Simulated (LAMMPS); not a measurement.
Consider a free-standing liquid film of Ta, 2268 atoms, at 4440 K in molecular dynamics.

Method: classical MD, pair style eam/alloy, file CuTa.eam.alloy; code LAMMPS.

**Question.** Give the excess potential energy of the surface, the surface tension as this potential yields it.

**Answer.** excess potential energy of the surface: 1.9 J/m²; surface tension: 1.21 ± 0.02 N/m.
